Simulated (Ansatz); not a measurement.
## A self-consistent single point of Os (P6_3/mmc, 2 atoms in the cell) with Ansatz

Computed with PBE (plane waves, PAW; Ansatz, a program for electronic structure).

The input file:

Ansatz 0.2 input:
```yaml
crystal:
  lattice:
    - [1.35817500, -2.35242800, 0.00000000]
    - [1.35817500, 2.35242800, 0.00000000]
    - [0.00000000, 0.00000000, 4.29840000]
  atoms:
    - { symbol: Os, position: [0.33333333, 0.66666667, 0.25000000] }
    - { symbol: Os, position: [0.66666667, 0.33333333, 0.75000000] }
basis:
  ecutwfc: 420.0
kpoints:
  mp_grid:
    grid: [14, 14, 8]
hamiltonian:
  xc: pbe
  pseudopotentials:
    kind: paw
scf:
  occupations:
    method: fermi_dirac
    width: 0.1
output:
  forces: true
  eigenvalues: true
  stress: true
```

Output (repeated stretches shortened):

```
WARN ansatz: RAYON_NUM_THREADS=1 ignored (pool sized by the plan → 1); use --threads N
Pseudopotentials: kind: paw
Pseudopotential: Os, paw, valence charge 16
Crystal: 2 atoms, lattice volume = 27.467 Å³
Basis set: ecut = 420 eV, 537 PW (Γ), exchange–correlation on 40×40×60 points (8 copies of the dense FFT grid, shifted against one another)
Bands: 20, of which v1, the nominal top of the filled ones, is band 16 counted from 1 (15 counted from 0)
Symmetry: 24 space group operations
Space group: P63/mmc (ITA 194), of the structure as read, at distance tolerance 3.0e-5 Å
k-points: 120 of 1568
Initial density: superposition of atomic densities (neutral atoms: chi_scale 0, normalization atom), corrected by the library's trained network
Initial wavefunctions: pseudopotential atomic-orbital guess
Eigensolver: davidson
Functional: x = pbe(κ = 0.804, μ = 0.2195149727645171), c = pbe(β = 0.06672455060314922)
SCF iter   1: F=—  HF=-22769.053256 eV  |F-HF|=—  |Δ(HF+E_count)|=         —  Δρ=9.34e-3  dr2=8.30e-3  ethr=1.77e-3  ⟨swp⟩=4.7  Hψ=9465  notcnv=0
all-band conjugate gradients solve this SCF's bands
preconditioner: auto → none
SCF iter   2: F=—  HF=-22769.056237 eV  |F-HF|=—  |Δ(HF+E_count)|=   2.98e-3  Δρ=5.47e-3  dr2=2.81e-3  ethr=2.59e-5  ⟨swp⟩=2.0  Hψ=4128  notcnv=0
SCF iter   3: F=—  HF=-22769.057661 eV  |F-HF|=—  |Δ(HF+E_count)|=   1.42e-3  Δρ=2.48e-4  dr2=9.53e-6  ethr=8.78e-6  ⟨swp⟩=2.0  Hψ=3368  notcnv=0
SCF iter   4: F=—  HF=-22769.057691 eV  |F-HF|=—  |Δ(HF+E_count)|=   2.93e-5  Δρ=5.21e-5  dr2=3.52e-7  ethr=2.98e-8  ⟨swp⟩=2.1  Hψ=3530  notcnv=0
iter 5 did not close the SCF: its close was put off for the readings that it lacked (scf_convergence_deferred on its scf_iter line)
SCF iter   5: F=-22769.057691 eV  HF=-22769.057691 eV  |F-HF|=9.50e-10  |Δ(HF+E_count)|=   3.12e-8  Δρ=5.49e-6  dr2=4.25e-9  ethr=1.10e-9  ⟨swp⟩=2.0  Hψ=3456  notcnv=0
SCF iter   6: F=-22769.057691 eV  HF=-22769.057691 eV  |F-HF|=7.28e-11  |Δ(HF+E_count)|=  9.46e-11  Δρ=1.05e-6  dr2=1.56e-10  ethr=1.33e-11  ⟨swp⟩=1.9  Hψ=7420  notcnv=0
SCF 1 converged in 6 iterations: F = -22769.057691 eV  dr2 = 1.56e-10
SCF converged after 6 iterations
Free energy (F): -22769.057691 eV
Harris-Foulkes:  -22769.057691 eV  (|F-HF|=7.28e-11)
Internal energy: -22769.014905 eV  (E = F + TS)
E sigma→0 (E₀):  -22769.036298 eV
Entropy (-TS):   -0.042786 eV (-21.393 meV/atom)
Fermi energy:    26.622763 eV
--- Per-component energies (eV) ---
  E_band       = -113.101325
  E_kinetic    = 1126.721129
  E_local      = -1529.857246  (includes V_loc(G=0)·N_el)
  E_nonlocal   = -3.347975
  E_hartree    = 641.371383
  E_xc         = -534.746823
  E_vxc        = -569.931466  (∫ρ·V_xc dr)
  E_paw        = -18023.966029  (= ΣΔE_a)
  E_vpaw       = -419.428381  (= ΣTr[D̂ρ^β])
  E_aug_tail   = -0.000149  (compensation charges beyond the density's cutoff)
  E_ewald      = -4445.189195
  E_smearing   = -0.042786  (= −TS)
  E_closure    = 0.000000  (closes the sum)
  Σ components = -22769.057691   (vs F -22769.057691, Δ=0.00e0)
--- Forces (eV/Å), atoms counted from 1 ---
  atom   1  Os     0.00000000    -0.00000000     0.00000000
  atom   2  Os    -0.00000000     0.00000000     0.00000000
  max |Σ_I F_I| component: 0.00e0 eV/Å
--- Stress (GPa, compression-positive) ---
       17.400889       0.000000       0.000000
       -0.000000      17.400889       0.000000
        0.000000       0.000000      16.426685
  P = ⅓ Tr σ = 17.0762 GPa (170.762 kbar)
  The stress holds the Pulay correction. Without it, at fixed plane waves, as pw.x and ABINIT print it: P = 16.9778 GPa
--- Band table (eV; the first three rows and the last of 120) ---
  k-point 0: bands = ["-60.0303", "-59.9042", "-20.0972", "-19.0963", "-19.0963", "-18.9086", "-18.9086", "-18.8549", "15.4811", "18.6144", "23.4524", "23.4524", "23.6980", "24.3180", "24.3180", "25.0065", "25.0065", "26.5978", "28.3384", "28.3384"]
  k-point 1: bands = ["-60.0255", "-59.9091", "-20.0528", "-19.0892", "-19.0892", "-18.9158", "-18.9158", "-18.9054", "15.6808", "18.6429", "23.3354", "23.3354", "23.5821", "24.1882", "24.1882", "25.3027", "25.3027", "25.9698", "28.3647", "28.3647"]
  k-point 2: bands = ["-60.0119", "-59.9228", "-19.9249", "-19.0690", "-19.0690", "-19.0474", "-18.9363", "-18.9363", "16.2496", "18.6720", "23.1724", "23.1724", "23.2877", "23.8766", "23.8766", "24.6533", "25.9775", "25.9775", "28.3390", "28.3390"]
  k-point 119: bands = ["-59.8961", "-59.8961", "-19.8535", "-19.8535", "-19.5416", "-19.5416", "-19.0764", "-19.0764", "20.4612", "20.4612", "21.6128", "21.6128", "23.0674", "23.0674", "25.2231", "25.2231", "28.3494", "28.3494", "34.6545", "34.6545"]
```

The run converged in 6 iterations.

The starting cell has typed, rounded lattice constants, without a prior relaxation at this level. Its lattice was rescaled by up to half a per cent. Spin-orbit coupling is off. Spin polarisation is off. With a pressure of about 17 GPa the cell is away from its equilibrium volume at this level. Ansatz's pressure includes its estimate of the finite-basis (Pulay) stress.
